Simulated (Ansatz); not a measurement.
The parent structure is Ir in the fcc (Cu type) structure (space group Fm-3m, No. 225; a = 3.846 Å; relaxed with 0.1 eV smearing).

All numbers come from r2SCAN (Ansatz, an electronic-structure program), no spin-orbit coupling, earlier PAW set.

For the base:

| Item | Result |
|---|---|
| Pressure | 0.0 GPa |

One thing is altered: the cell is scaled by 1.0348 in all directions, atoms relaxed at fixed cell.

Question: How does this affect the pressure?

Answer: The pressure goes from zero to -29.8 GPa.

Question: What does the calculation give for the energy relative to the base after the change?

Answer: The energy goes up by 159 meV/atom.

The cells carry an imposed strain or load. Whether these cells are dynamically stable was not tested. The final runs are not spin-polarised.
